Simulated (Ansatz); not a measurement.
## Response to strain in Mg2Sn

Take Mg2Sn (space group Fm-3m, No. 225; a = 6.747 Å; relaxed with 0.1 eV smearing) as the base. Axes: x, y, z lie along the cube axes.

Strains are applied to the cell and any free atomic positions relax.

Method: Kohn–Sham DFT with the PBEsol functional, run in Ansatz (a program for electronic structure) with PAW and 420 eV plane waves, scalar-relativistic without spin-orbit coupling.

Notes on the quantities. pressure: mean of the normal stresses, compression positive; energy relative to the base: free energy F.

| case | pressure | energy relative to the base | shortest interatomic distance |
|---|---|---|---|
| base | 0.0 GPa | 0 meV/atom | 2.922 Å |
| uniaxial strain ε_zz = −3.00 % | 1.4 GPa | +5.6 meV/atom | 2.893 Å |
| uniaxial strain ε_zz = −1.50 % | 0.7 GPa | +1.4 meV/atom | 2.907 Å |
| uniaxial strain ε_zz = −1.00 % | 0.4 GPa | +0.6 meV/atom | 2.912 Å |
| uniaxial strain ε_zz = −0.50 % | 0.2 GPa | +0.1 meV/atom | 2.917 Å |
| uniaxial strain ε_zz = +0.50 % | -0.2 GPa | +0.2 meV/atom | 2.926 Å |
| uniaxial strain ε_zz = +1.50 % | -0.6 GPa | +1.3 meV/atom | 2.936 Å |
| uniaxial strain ε_zz = +2.00 % | -0.8 GPa | +2.3 meV/atom | 2.941 Å |
| uniaxial strain ε_zz = +2.50 % | -1.0 GPa | +3.6 meV/atom | 2.946 Å |
| uniaxial strain ε_zz = +3.00 % | -1.2 GPa | +5.2 meV/atom | 2.951 Å |

No phonon test of stability was made.
